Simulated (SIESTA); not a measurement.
Worked example: self-consistent single point of In2Sb (P6_3/mmc, 6 atoms in the cell) in SIESTA.

Level of theory: LDA PW92, numerical atomic orbitals DZP, PseudoDojo LDA standard norm-conserving potentials (rewritten from UPF to PSML) (SIESTA 5.4.2).

The change in words: lattice scaled by 0.98. Reference geometry:
```xyz
6
Lattice="5.3799 0.0000 0.0000 -2.6900 4.6591 0.0000 0.0000 0.0000 6.7226" Properties=species:S:1:pos:R:3 pbc="T T T"
In     2.6900     1.5530     1.6806
In     0.0000     3.1061     5.0419
In     0.0000     0.0000     3.3613
In     0.0000     0.0000     0.0000
Sb     2.6900     1.5530     5.0419
Sb     0.0000     3.1061     1.6806
```

Reference input (self-consistent single point, DFT, LDA PW92, numerical atomic orbitals DZP, PseudoDojo LDA standard norm-conserving potentials (rewritten from UPF to PSML)): XC.functional = LDA; XC.authors = PW92; potentials = PseudoDojo LDA standard; PAO.BasisSize = DZP; PAO.EnergyShift = 0.01 Ry; MeshCutoff = 300 Ry; kgrid.MonkhorstPack = 5 5 4; OccupationFunction = FD; ElectronicTemperature = 136 meV; MaxSCFIterations = 150; SCF.Mixer.Method = Broyden; SCF.Mixer.Weight = 0.25. This run's input differs from it in these lines:

```diff
@@ -12,5 +12,5 @@
 %block LatticeVectors
-     5.379900000    0.000000000    0.000000000
-    -2.689950000    4.659130000    0.000000000
-     0.000000000    0.000000000    6.722550000
+     5.272302000    0.000000000    0.000000000
+    -2.636151000    4.565947000    0.000000000
+     0.000000000    0.000000000    6.588099000
 %endblock LatticeVectors
@@ -18,8 +18,8 @@
 %block AtomicCoordinatesAndAtomicSpecies
-     5.083273872    2.934823625    3.175944590  1
-    -0.000005083    5.869656054    9.527833769  1
-     0.000000000    0.000000000    6.351889180  1
+     4.981608395    2.876126900    3.112425698  1
+    -0.000004982    5.752262429    9.337277094  1
+     0.000000000    0.000000000    6.224851396  1
      0.000000000    0.000000000    0.000000000  1
-     5.083273872    2.934823625    9.527833769  2
-    -0.000005083    5.869656054    3.175944590  2
+     4.981608395    2.876126900    9.337277094  2
+    -0.000004982    5.752262429    3.112425698  2
 %endblock AtomicCoordinatesAndAtomicSpecies
```

Output, abridged:

```
        iscf     Eharris(eV)        E_KS(eV)     FreeEng(eV)     dDmax    Ef(eV) dHmax(eV)
   scf:    1   -12139.859393   -12141.287672   -12141.408285  0.853902 -3.315743  3.667252
   scf:    2   -12142.639300   -12141.997049   -12142.119031  0.095791 -3.386713  2.119469
   scf:    3   -12142.689499   -12142.399033   -12142.523141  0.122630 -3.501772  0.482412
   scf:    4   -12142.410955   -12142.406669   -12142.530422  0.023094 -3.524129  0.049039
   scf:    5   -12142.407012   -12142.406892   -12142.530622  0.004014 -3.522570  0.023890
   [... 2 lines left out ...]
   scf:    8   -12142.406909   -12142.406904   -12142.530674  0.000052 -3.524722  0.000474
   scf:    9   -12142.406908   -12142.406906   -12142.530674  0.000027 -3.524781  0.000277
   scf:   10   -12142.406908   -12142.406907   -12142.530674  0.000013 -3.524820  0.000170
   scf:   11   -12142.406908   -12142.406907   -12142.530674  0.000007 -3.524846  0.000110
SCF Convergence by DM+H criterion
max |DM_out - DM_in|         :     0.0000067752
max |H_out - H_in|      (eV) :     0.0001100923
SCF cycle converged after 11 iterations

Using DM_out to compute the final energy and forces

siesta: E_KS(eV) =           -12142.4069

siesta: E_KS - E_eggbox =    -12142.4069

siesta: Atomic forces (eV/Ang):
     1   -0.000019    0.000011   -0.000000
     2    0.000019   -0.000011   -0.000000
     3   -0.000000   -0.000000    0.000000
     4   -0.000000    0.000000   -0.000000
     5   -0.000021    0.000012    0.000000
     6    0.000021   -0.000012   -0.000000
   Tot    0.000000   -0.000000    0.000000
   Max    0.000021
   Res    0.000011    sqrt( Sum f_i^2 / 3N )
   Max    0.000021    constrained

   [... lines left out ...]
siesta: FreeEng =    -12142.530674
siesta: Cell volume =        158.595647 Ang**3
siesta:         -14.67019146        -14.66971798  kBar
   [... lines left out ...]
              2.006   2.006   2.008   2.006   2.006   0.090   0.057   0.108

              0.057   0.090

mulliken: Qtot =       82.000

Mulliken Atomic Populations:
Atom #   charge [q] valence [e]  Species
     1    -0.045486   13.045486  In
     2    -0.045486   13.045486  In
     3    -0.124143   13.124143  In
     4    -0.124143   13.124143  In
     5     0.169630   14.830370  Sb
     6     0.169630   14.830370  Sb
 Total    -0.000000
```

The run converged in 11 iterations. Against the reference run the free energy falls by 29.5 meV/atom and the pressure goes from -4.04 to -1.47 GPa.

The starting cell comes from a database of computed structures (which also holds hypothetical and non-ambient phases and stackings), without a prior relaxation at this level. For this run, on top of that: lattice scaled by 0.98. Values carry the incompleteness of an atom-centred basis. The run gives no clean gap (levels at the Fermi energy touch, overlap or are partly filled at this smearing), which alone does not show that the compound is a metal.

Cost on one core of a shared machine: roughly 60 s.
